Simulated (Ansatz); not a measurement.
# TiSi2: pressure series

Start from TiSi$_{2}$ (space group Cmcm, No. 63).

```xyz
6
Lattice="1.7730 -6.7825 0.0000 1.7730 6.7825 0.0000 0.0000 0.0000 3.5797" Properties=species:S:1:pos:R:3 pbc="T T T"
Si     1.7730    -5.9800     2.6848
Si     1.7730     5.9800     0.8949
Si     1.7730     3.3875     2.6848
Si     1.7730    -3.3875     0.8949
Ti     1.7730    -1.3999     2.6848
Ti     1.7730     1.3999     0.8949
```

Cell and atoms are relaxed at each pressure.

Level of theory: PBE (Ansatz, a first-principles code), no SOC, earlier PAW set.

| pressure (GPa) | volume per atom (Å³/atom) |
|---|---|
| -1 | 14.466 |
| 0 | 14.349 |
| 1.8 | 14.150 |
| 4.2 | ? |
| 9 | 13.477 |
| 18 | 12.822 |
| 30 | 12.146 |
| 45 | 11.490 |
| 60 | 10.968 |

Q: Fit the third-order Birch–Murnaghan form P(V) = (3B₀/2)[(V₀/V)^(7/3) − (V₀/V)^(5/3)]·[1 + (3/4)(B₀′ − 4)((V₀/V)^(2/3) − 1)] (squares taken in P) to the rows shown and predict the withheld row.

A: Least squares on the printed values gives V₀ = 14.347 Å³/atom, B₀ = 127 GPa, B₀′ = 4.2; this predicts 13.908 Å³/atom, and the run gives 13.906 Å³/atom, 0.002 lower.

Load acts through the strain it causes; cell and atoms are relaxed under it. No phonon test of stability was made. No other phases were tried under pressure. The final runs are not spin-polarised.
